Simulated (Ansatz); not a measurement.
Amorphous silicon oxynitride (Si45O18N48), 111 atoms at 2.70 g/cm³, one PBE-relaxed geometry, zone centre. Methods: PBE, scalar-relativistic without spin-orbit coupling (Ansatz, a first-principles code); r2SCAN, scalar-relativistic without spin-orbit coupling (Ansatz). Plane waves to 420 eV (r2SCAN 500 eV). At PBE the levels at both edges of the gap are localised (band-tail or defect states), and the nearest spread-out levels lie 3.6 eV apart at the zone centre. The higher rungs were started with moments on some atoms, which died out.

The cell was made by melting and quenching with the CHGNet potential and then relaxed with DFT. O and N atoms were pushed apart under 1.9 Å during the dynamics, to hinder bonds among them. The hot cell started wider than the set density and was brought back towards it in steps. It is the lowest in DFT energy of 2 quenches. It is a model cell: composition and starting density were chosen by hand, and all elements were melted together. No dispersion term was used. Its density started from a set value of 2.60 and ended at 2.70 g/cm³. Cooling (nominally 130 K/ps over its main leg) ran many orders faster than in experiment, which tends to leave more defects and strain. A cell of this size samples the disorder only roughly. The volume was free in the relaxation, at fixed shape. Stress components on the final sampling reach 2.3 GPa.

The relaxation ran on the zone centre alone. At PBE the gap between localised states is 0.84 eV on a 2×2×2 Γ-centred mesh, and the spacing at the zone centre alone 0.93 eV.

Q: What zone-centre spacing does r2SCAN give, roughly?

A: 1.18 eV (+0.25 eV against PBE).

The highest filled and the lowest empty state spread over these numbers of atoms (participation numbers): PBE: 5.2 and 5.2; r2SCAN: 4.4 and 5.0.
